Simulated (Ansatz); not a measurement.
## BaTiO3: holes 3.0×10^21 cm⁻³

The parent structure is BaTiO3 (space group R3m, No. 160; a = 5.635 Å, c = 6.925 Å (hexagonal axes)).

One thing is altered: 0.190 holes added to each cell, a density of 3.0×10^21 cm⁻³, with a uniform compensating background at fixed cell and a 300 K Fermi–Dirac width.

Calculations: DFT with PBEsol, PAW potentials and a 420 eV plane-wave cutoff in Ansatz (a program for electronic structure), no spin-orbit coupling. k-mesh 12×12×12 (Γ-centred); smearing 0.0259 eV (Fermi–Dirac).

```tsv
quantity	base	changed	shift
gap between the host's bands	2.32 eV	2.30 eV	-0.014 eV
gap character	indirect, T → Γ	indirect, T → Γ	–
largest internal atomic displacement	–	0.012 Å	–
Fermi level relative to the doped band's edge (positive inside the band; to 0.05 eV)	–	+0.10 eV	–
```

Cost of the whole job for the changed cell (relaxation, final SCF and bands): about 2.3 core-minutes (a rough figure).

Carriers are added with a uniform compensating background; total energy and stress of such cells depend on the potential's zero and are not compared; many-body gap narrowing is missing at this level. Whether these cells are dynamically stable was not tested. All final runs are without spin polarisation. This is not the structure that BaTiO3 has at room temperature and ambient pressure.
